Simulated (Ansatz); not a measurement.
**AlRu2C (space group P6_3/mmc, No. 194; a hypothetical phase, not in the database extracts checked)**

Space group P6₃/mmc (No. 194); a = b = 2.8649 Å, c = 13.3209 Å, α = β = 90.00°, γ = 120.00°

```json
[
 {"atom": "Al", "site": "2d", "symmetry": "-6m2", "x": "0.6667", "y": "0.3333", "z": "0.2500"},
 {"atom": "Ru", "site": "4f", "symmetry": "3m.", "x": "0.3333", "y": "0.6667", "z": "0.0955"},
 {"atom": "C", "site": "2a", "symmetry": "-3m.", "x": "0.0000", "y": "0.0000", "z": "0.0000"}
]
```

Level of theory: Kohn–Sham DFT with the PBEsol functional, run in Ansatz (an electronic-structure program) with PAW and 420 eV plane waves, scalar-relativistic without spin-orbit coupling. Γ-centred 19×19×4 mesh, Fermi–Dirac width 0.05 eV.

```yaml
volume_per_atom: 11.84 Å³
density: 8.46 g/cm³
band_gap: zero
total_energy: -3101.025 eV/atom (σ→0; compares only within this code and set-up)
```

Stability against distortions was not tested. The final runs are not spin-polarised.
